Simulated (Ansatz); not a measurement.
# Fermi-surface data of NiSi2 under load (space group R-3m)

```
NiSi2
1.0
   -0.02233     2.68065     2.68065
    2.68065    -0.02233     2.68065
    2.68065     2.68065    -0.02233
Si Ni
2 1
Direct
  0.25094   0.25094   0.25094
  0.74906   0.74906   0.74906
  0.00000   0.00000   0.00000
```

Level of theory: PBEsol, rigid bands (plane waves, PAW, scalar-relativistic; Ansatz, a first-principles code). Condition of this run: uniaxial stress along [111] of 2 GPa (compression positive) (the target of the relaxation). How the cell was made: cell and atoms relaxed with PBEsol, then loaded as said.

```json
{
  "density of states at the Fermi level": "0.869 states/(eV·cell), both spins",
  "bare Sommerfeld coefficient": "0.68 mJ/(mol of atoms·K²)",
  "drude_plasma_energy": "5.5 eV",
  "root-mean-square Fermi velocity": "7.2e5 m/s",
  "resistivity times τ": "16.0 ×10⁻²² Ω·m·s"
}
```

A metal at this level (no band gap); rigid bands, thermally averaged at 300 K, both spins. Spin-orbit coupling is left out. τ is one relaxation time for all states.

Treated as nonmagnetic (a ferromagnetic start lost its moment, other orders weren't tried): NiSi2 under load (space group R-3m).
